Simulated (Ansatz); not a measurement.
The parent structure is MgSe in the rock salt structure (space group Fm-3m, No. 225; a = 5.472 Å). Axes: x, y, z lie along the cube axes.

All numbers come from r2SCAN (Ansatz, a program for electronic structure; PAW; 500 eV plane waves; no spin-orbit coupling).

Strains are applied to the cell and any free atomic positions relax; under biaxial strain the out-of-plane vector relaxes too.

One change was made to it. Results:

The volume per atom grows by 0.583 Å³ (20.48 Å³ → 21.07 Å³); the band gap drops by 0.19 eV, from 2.48 eV to 2.29 eV; the electron mass becomes 0.45 mₑ along k, 0.26 mₑ across (at X) (base: 0.48 mₑ along k, 0.25 mₑ across (at X)).

Question: Name the change that was made.
A. biaxial strain +1.00 %, plane normal [001], relaxed out of plane
B. biaxial strain +1.50 %, plane normal [001], relaxed out of plane
C. biaxial strain +2.00 %, plane normal [001], relaxed out of plane

Answer: C, biaxial strain +2.00 %, plane normal [001], relaxed out of plane. For comparison, the band gap in the other runs: biaxial strain +1.00 %, plane normal [001], relaxed out of plane gives 2.38 eV; biaxial strain +1.50 %, plane normal [001], relaxed out of plane gives 2.33 eV.

Masses are band curvatures over ±0.01 Å⁻¹ around the edge. Along k means along the line from Γ to the band edge. Whether these cells are dynamically stable was not tested.
